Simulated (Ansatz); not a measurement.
Consider the following.

```
AlAs
1.0
    0.00000     2.87022     2.80372
    2.87022     0.00000     2.80372
    2.87022     2.87022     0.00000
Al As
1 1
Cartesian
  0.00000   0.00000   0.00000
  1.43511   1.43511   1.40186
```

Computed with PBE with spin-orbit coupling, rigid bands (plane waves, PAW; Ansatz, a first-principles code). Condition of this run: biaxial stress in (001) of -1.2 GPa (compression positive) (the target of the relaxation). Cell: cell and atoms relaxed with PBEsol, then loaded as said.

Q: Predict the hole conductivity mass (n e² τ/σ) at 300 K, by direction if it differs.

A: 0.60 (x), 0.60 (y), 0.42 (z) mₑ.

Q: Predict the electron conductivity mass (n e² τ/σ) at 300 K, by direction if it differs.

A: 0.27 (x), 0.27 (y), 0.86 (z) mₑ.

Q: And the band gap?

A: 1.26 eV at this level; semilocal functionals usually fall short of the measured gap.

Rigid bands, one relaxation time for all states, no polarons. Geometry: cell and atoms relaxed with PBEsol.
